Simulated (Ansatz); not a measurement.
Results of HSE06 in Ansatz (plane waves, PAW) for AlBN2 (model structure, started from the BeSiN2 type, I-42d, No. 122, 8 atoms in the cell).

Numerical settings: plane-wave cutoff 460 eV, 8×8×8 k mesh, Fermi–Dirac smearing 0.01 eV, scalar-relativistic PAW data made under PBE.

The cell is the one relaxed with PBEsol. Conventional cell: a = 4.0878 Å, b = 4.0878 Å, c = 7.6176 Å, α = 90.00°, β = 90.00°, γ = 90.00°.

```yaml
crystal:
  lattice:
    - [-2.04392, 2.04392, 3.80878]
    - [2.04392, -2.04392, 3.80878]
    - [2.04392, 2.04392, -3.80878]
  atoms:
    - { symbol: Al, position: [0.00000, 0.00000, 0.00000] }
    - { symbol: Al, position: [0.75000, 0.25000, 0.50000] }
    - { symbol: B, position: [0.50000, 0.50000, 0.00000] }
    - { symbol: B, position: [0.25000, 0.75000, 0.50000] }
    - { symbol: N, position: [0.37500, 0.43186, 0.55686] }
    - { symbol: N, position: [0.56814, 0.12500, 0.94314] }
    - { symbol: N, position: [0.87500, 0.81814, 0.44314] }
    - { symbol: N, position: [0.18186, 0.62500, 0.05686] }
```

Q: List the 22 lowest band energies at Γ above −25 eV (eV, relative to the valence band maximum), grouping those that round alike.

A: At Γ: -19.26, -14.69 (×2), -14.68, -8.80, -6.04, -5.91, -5.90 (×2), -5.32, -4.88, -2.82 (×2), -0.10 (×2), 0.00, 4.06, 7.21, 9.15 (×2), 9.55, 11.03.

Note: the run warned that its exchange threshold was loose for the stress; the relaxation could raise the start's symmetry but not lower it, so the cell can be a saddle point; cell and atoms aren't relaxed at this level (pressure -2.4 GPa).

A model structure was made by putting elements into a prototype or built by hand; it is no filed structure, need not be a known phase, and can be a saddle point held by its symmetry.

Ansatz is a quantum-chemistry and plane-wave program.
